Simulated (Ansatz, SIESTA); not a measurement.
**Code comparison for LiLu₃ (P6_3/mmc, 8 atoms in the cell)**

Self-consistent single point.

```
CELL_PARAMETERS angstrom
      6.87010     0.00000     0.00000
     -3.43505     5.94968     0.00000
      0.00000     0.00000     5.43812
ATOMIC_POSITIONS crystal
  Li 0.33333 0.66667 0.75000
  Li 0.66667 0.33333 0.25000
  Lu 0.16786 0.33572 0.25000
  Lu 0.83214 0.66428 0.75000
  Lu 0.83214 0.16786 0.75000
  Lu 0.16786 0.83214 0.25000
  Lu 0.66428 0.83214 0.25000
  Lu 0.33572 0.16786 0.75000
```

Shared settings, as Ansatz (a quantum-chemistry and plane-wave program) writes them: kpoints.mp_grid.grid = 3 3 4; scf.occupations.method = fermi_dirac; scf.occupations.width = 0.1 eV. Potentials and cutoffs stand in the table.

```json
[
 {"code": "SIESTA", "model": "GGA PBEsol, numerical atomic orbitals DZP, PseudoDojo PBEsol standard norm-conserving potentials (rewritten from UPF to PSML)", "pressure (GPa)": "-1.86", "largest force (eV/Å)": "0.121", "cutoff": "grid 350 Ry"},
 {"code": "Ansatz", "model": "PBEsol, PAW files made with PBE", "pressure (GPa)": "-2.58", "largest force (eV/Å)": "0.165", "cutoff": "420 eV"}
]
```

On Ansatz's run: spin-orbit coupling is off.

The spread over the programs that give each value: pressure within 0.72 GPa; largest force within 0.044 eV/Å.

SIESTA uses small atom-centred bases, whose incompleteness enters pressures, forces and empty levels differently from a plane-wave cutoff. Ansatz's pressure is given at a fixed set of plane waves, as the other plane-wave codes print theirs; with its correction for the finite basis it is -2.54 GPa.

On the base mesh (3 3 3) the same programs gave: Ansatz pressure -2.56 GPa; SIESTA pressure -1.82 GPa.

The starting cell comes from a database of computed structures (which also holds hypothetical and non-ambient phases and stackings), without a prior relaxation at this level. Its lattice was rescaled by a random factor within 2.5 % of one.

Left out of this page: Elk (not drawn, or without a comparable value).

Keys are those of Ansatz 0.2.
